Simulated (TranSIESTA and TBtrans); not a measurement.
## Si chain with one O atom inserted

Device: Si chain with one O atom inserted. Leads: straight Si chain, spacing 2.137 Å. Geometry: 3 atoms about the centre moved by SIESTA (PBE, DZP) to a largest force of 0.03 eV/Å, all others as built, motion along the axis alone.

Computed with TranSIESTA and TBtrans, PBE, DZP numerical orbitals (energy shift 0.15 eV), PseudoDojo norm-conserving scalar-relativistic potentials, mesh cutoff 200 Ry, 300 K, spin-polarised (collinear), no spin-orbit coupling; self-consistent non-equilibrium Green functions.

```
Quantity                           Value
---------------------------------  -----
Conductance at 300 K (G0 = 2e²/h)   1.62
Mean T from −0.5 to 0.5 eV          1.55
```

Energies count from the leads' Fermi level. Transmissions are for each spin. The energy step is 0.01 eV; narrower resonances are cut or missed.

```csv
E (eV),T up,T down,lead channels up,down
-2.00,0,0,0,0
-1.80,0,0,0,0
-1.60,0,0,0,0
-1.40,0.0085,0.0078,2,2
-1.20,0.058,0.054,2,2
-1.00,0.18,0.14,2,2
-0.80,0.28,0.26,2,2
-0.60,0.45,0.42,2,2
-0.40,1.66,1.63,3,3
-0.20,1.67,1.66,3,3
0.00,1.62,1.62,3,3
0.20,1.50,1.52,3,3
0.40,1.36,1.39,3,3
0.60,1.23,1.25,3,3
0.80,1.11,1.13,3,3
1.00,1.03,1.04,3,3
1.20,0.97,0.97,3,3
1.40,0.92,0.93,3,3
1.60,0.89,0.89,3,3
1.80,0.87,0.87,3,3
2.00,0.84,0.85,3,3
```

Moments were seeded on the central atoms alone, and one start was tried. The straight chain is held at its spacing; free chains may zigzag or dimerise.
